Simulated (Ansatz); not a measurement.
The structure below was relaxed with PBEsol, PAW, 420 eV (Ansatz, an electronic-structure program; scalar-relativistic without spin-orbit coupling).

```
CELL_PARAMETERS angstrom
      4.14973     0.00000     0.00000
      0.00000     4.14973     0.00000
      0.00000     0.00000     4.14973
ATOMIC_POSITIONS crystal
  Ti 0.50000 0.00000 0.50000
  Ti 0.00000 0.50000 0.50000
  Ti 0.50000 0.50000 0.00000
  In 0.00000 0.00000 0.00000
  N  0.50000 0.50000 0.50000
```

Task: Find the space group and the Wyckoff positions.

Result: Space group Pm-3m (No. 221); a = b = c = 4.150 Å, α = β = γ = 90.00°

```
atom  site  symmetry       x       y       z
----  ----  --------  ------  ------  ------
Ti      3c    4/mm.m  0.0000  0.5000  0.5000
In      1a      m-3m  0.0000  0.0000  0.0000
N       1b      m-3m  0.5000  0.5000  0.5000
```

Whether these cells are dynamically stable was not tested. The final runs are not spin-polarised. The cell was made from Ti3AlN by this change: Al → In; the result is a model cell, its experimental status unchecked.
